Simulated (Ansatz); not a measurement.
Base system: ZnS in the wurtzite structure (space group P6_3mc, No. 186; a = 3.8070 Å, c = 6.2462 Å). Axes: x lies along a and z along c of the hexagonal cell.

Computed with DFT with r2SCAN, PAW potentials and a 500 eV plane-wave cutoff in Ansatz (a quantum-chemistry and plane-wave program), without spin-orbit coupling, earlier PAW set.

One thing is altered: the cell is scaled by 0.9876 in all directions; the atoms relax in the strained cell.

Q: Predict the stress tensor and what it implies for the stiffness.

A: Stress of the strained cell less that of the base (GPa, compression positive):
```
   3.10    0.00    0.00
   0.00    3.10    0.00
   0.00    0.00    3.26
```

Then B = −ΔP/(ΔV/V₀) with ΔV/V₀ = -0.0367 gives secant stiffness values (nonlinear terms included at this strain): B (at held cell shape, above the free-shape value) ≈ 86 GPa.

As a check, the harmonic strain energy −½ V₀ Δσ:ε is 7.2 meV/atom; the computed energy rise is 6.9 meV/atom.

Whether these cells are dynamically stable was not tested.
